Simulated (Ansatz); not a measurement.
TaSe2 (P6₃/mmc, No. 194; undistorted form, which takes a superstructure on cooling) was calculated with LDA (plane waves, PAW; Ansatz, an electronic-structure program).

Run with plane-wave cutoff 500 eV, 12×12×4 k mesh (along the axes of the cell as run), Fermi–Dirac smearing 0.05 eV, scalar-relativistic PAW data made under PBE.

Computed at the level's own relaxed cell.

Q: Give the computed volume per atom, lattice parameter a and lattice parameter c.

A: 
volume per atom: 20.32 Å³/atom
lattice parameter a: 3.393 Å
lattice parameter c: 12.226 Å

Note: the volume lies 6 % below that of the published cell.

Spin–orbit coupling is not included.

Computed values are for the static lattice.

Computing time: very roughly 4 core-minutes.
